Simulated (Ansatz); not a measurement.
## fcc Pt (0 0 1) on zinc-blende GaAs (0 0 1) (film strained to the substrate, started from cuts of the bulks and a machine-learned relaxation)

A periodic stack without vacuum, fcc Pt (0 0 1) on zinc-blende GaAs (0 0 1) (film strained to the substrate, started from cuts of the bulks and a machine-learned relaxation): substrate slab As6Ga5, film Pt12, surface cells [[1, 0], [1, 1]] and [[0, -1], [2, 1]], film strained by +2.3 and +2.3 %, outermost planes As/As and Pt/Pt as cut, which need not be the usual terminations and can put a slab off its formula.

The start was prepared with a machine-learned potential, and the result is one local minimum, with the in-plane cell held and forces under 0.04 eV/Å; the film can end far from its bulk form.

Level of theory: PBE (plane waves to 420 eV, PAW; Ansatz, a quantum-chemistry and plane-wave program). Scalar-relativistic, without spin–orbit coupling; the runs are not spin-polarised; PBE gaps are too small against experiment. Its k-point mesh 8×8×1, Fermi–Dirac width 0.05 eV.

```
Item                                                                                                                                                                                  Result
--------------------------------------------------------------------------------  ----------------------------------------------------------------------------------------------------------
interface area                                                                                                                                                                       16.5 Å²
period                                                                                                                                                                               27.40 Å
gaps between the outermost planes at the two interfaces                                                                                                                      1.45 and 1.43 Å
As–Pt contacts across the interfaces within 1.22 times the sum of covalent radii                                                                                              8, mean 2.54 Å
Ga–Pt contacts across the interfaces within 1.22 times the sum of covalent radii                                                                                              1, mean 3.14 Å
estimate of the barrier                                                           withheld, since the Fermi level falls at or inside a band of the host, which a slab this thin can't settle
```

```
CELL_PARAMETERS angstrom
      4.06184     0.00000     0.14571
      0.00000     4.06279     0.00000
      1.05300     0.00000    27.45445
ATOMIC_POSITIONS crystal
  As 0.03518 0.50000 0.13143
  As 0.59042 0.00000 0.02234
  As 0.93065 0.50000 0.34176
  As 0.48341 0.00000 0.23675
  As 0.82329 0.50000 0.55651
  As 0.37809 0.00000 0.44716
  Ga 0.00993 0.00000 0.18426
  Ga 0.56098 0.50000 0.07904
  Ga 0.90473 0.00000 0.39423
  Ga 0.45674 0.50000 0.28923
  Ga 0.35162 0.50000 0.49945
  Pt 0.25803 0.00000 0.68577
  Pt 0.75940 0.50000 0.68308
  Pt 0.79596 0.00000 0.60927
  Pt 0.29402 0.50000 0.61399
  Pt 0.18943 0.00000 0.82283
  Pt 0.68827 0.50000 0.82492
  Pt 0.72368 0.00000 0.75438
  Pt 0.22358 0.50000 0.75447
  Pt 0.11616 0.00000 0.97000
  Pt 0.61869 0.50000 0.96314
  Pt 0.65352 0.00000 0.89470
  Pt 0.15421 0.50000 0.89294
```
